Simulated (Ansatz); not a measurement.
Cells marked so need not be the phases stable at ambient conditions, and some may be hypothetical.

 Where the default PAW files enter, the runs use the earlier of Ansatz's two default sets.

No gap correction and no spin-orbit coupling; mid-gap values are interpolated between computed energies.

A. Sr3BiN (Pm-3m, anti-perovskite, not sure to be the ambient phase, 5 atoms a cell, 28.7 Å³ an atom), along the normal of (110)
B. YHSe (P-6m2, not sure to be the ambient phase, 3 atoms a cell, 16.7 Å³ an atom), along the normal of (100)
C. BaS (Fm-3m, rock salt, not sure to be the ambient phase, 2 atoms a cell, 33.6 Å³ an atom), along the normal of (110)

Problem. Put the candidates in order of mid-gap decay constant of the slowest evanescent state, lowest first, for r2SCAN (Ansatz, a first-principles code).

Solution. A (0.07 1/Å), B (0.16 1/Å), C (0.26 1/Å)
